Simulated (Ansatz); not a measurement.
AlBN₂ (model structure, started from the BeSiN2 type, I-42d, No. 122, 8 atoms in the cell), treated with G0W0@PBEsol (Ansatz, a first-principles code, plane waves, hard PAW, contour deformation).

The cell is the one relaxed with PBEsol. Conventional cell: a = 4.0866 Å, b = 4.0866 Å, c = 7.6199 Å, α = 90.00°, β = 90.00°, γ = 90.00°.

The quasiparticle gap at Γ at a fixed k mesh 2×2×2:

| response cutoff | value (eV) |
|---|---|
| 250 eV, 1049 empty bands | 4.333 |
| 300 eV, 1379 empty bands | 4.376 |
| 400 eV, 2123 empty bands | 4.424 |
| 500 eV, 2968 empty bands | 4.449 |

Question: Taking the value to converge with the response cutoff E as E^(−3/2), extrapolate from the last two rows.

Answer: With y = y∞ + c/w and weights w = 8000 and 11180 for the last two rows, y∞ = (w2 y2 − w1 y1)/(w2 − w1) = (11180 × 4.449 − 8000 × 4.424)/3180 = 4.512 eV, which lies 0.063 beyond the last row. Successive pairs of rows give 4.513, 4.513, 4.512. The limit also hangs on the law assumed, so its last digits aren't firm.

The other settings are not extrapolated, so this is the limit in one setting alone.

A model structure was made by putting elements into a prototype or built by hand; it is no filed structure, need not be a known phase, and can be a saddle point held by its symmetry.
